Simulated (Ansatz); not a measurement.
Defect: Ir vacancy in fcc Ir, neutral cell. Calculation: PBE, PAW (plane waves to 420 eV; Ansatz, an electronic-structure program).

32-site cell at the relaxed PBE lattice, a 3×3×3 k-point mesh shifted by half a step, smearing 0.10 eV, spin-restricted, no finite-size correction. Energies are static. Spin-orbit coupling is left out. Forms of the defect that were not tried may lie lower.

Barriers: single points on a 5×5×5 k-point mesh shifted by half a step at the bands' geometries.

The step: a nearby Ir atom hops onto the vacant site. Atoms about the jump, Cartesian Å from the middle of the jump, before and after:

| atom | x0 | y0 | z0 | x1 | y1 | z1 |
|---|---|---|---|---|---|---|
| Ir1 | 0.00 | -0.96 | 0.96 | 0.00 | 0.96 | -0.96 |
| Ir2 | -1.93 | 0.97 | 0.96 | -1.92 | 0.96 | 0.97 |
| Ir3 | 1.93 | 0.97 | 0.96 | 1.93 | 0.96 | 0.97 |
| Ir4 | 1.93 | -0.96 | -0.97 | 1.93 | -0.97 | -0.96 |
| Ir5 | -1.93 | -0.96 | -0.97 | -1.92 | -0.97 | -0.96 |
| Ir6 | 0.00 | 2.89 | 0.96 | 0.00 | 2.90 | 0.97 |
| Ir7 | 0.00 | -0.96 | -2.89 | 0.00 | -0.97 | -2.90 |
| Ir8 | 0.00 | 0.97 | 2.90 | 0.00 | 0.96 | 2.89 |
| Ir9 | 0.00 | -2.90 | -0.97 | 0.00 | -2.89 | -0.96 |

Q: Where do these atoms stand at the saddle point, and how high is it?

A: 
| atom | x | y | z |
|---|---|---|---|
| Ir1 | 0.00 | 0.00 | -0.01 |
| Ir2 | -2.06 | 1.01 | 1.00 |
| Ir3 | 2.07 | 1.01 | 1.00 |
| Ir4 | 2.07 | -1.01 | -1.02 |
| Ir5 | -2.06 | -1.01 | -1.02 |
| Ir6 | 0.00 | 2.86 | 0.94 |
| Ir7 | 0.00 | -0.95 | -2.87 |
| Ir8 | 0.00 | 0.94 | 2.85 |
| Ir9 | 0.00 | -2.86 | -0.96 |
It lies 2.69 eV above the start and 2.69 eV above the end. The saddle point's order was not checked, and it lies on a symmetry element of the cell, where a band can be held.
